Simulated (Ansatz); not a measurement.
# A constructed model of the (0001) surface of hcp Co, ferromagnetic, (√3x√3)R30° layer of N, one a cell, in the other hollow (bottom of the slab: a bare face, its two planes held)

Computed with PBE (plane waves to 420 eV, PAW; Ansatz, a quantum-chemistry and plane-wave program).

Set-up: 19 atoms, 11.6 Å thick at the start; mesh 10x10x1; 0.1 eV smearing; dipole correction on; 6 atoms held, the rest relaxed; start symmetry kept, larger cells not searched; spin-polarised, ending with about 27.9 μB a cell; orders that need a larger cell were not tried, no spin-orbit, no U. In PBE it lies 0.07 eV a 1x1 cell over the lowest computed structure of the same composition ((√3x√3)R30° layer of N, one a cell, on the site that continues the host's stacking).

| Quantity | Value |
|---|---|
| work function of the top face | 5.78 eV |
| energy released by relaxation | 1.55 eV |
| magnetic moment of the cell | 27.88 μB |
| cost | roughly 22 core-minutes |
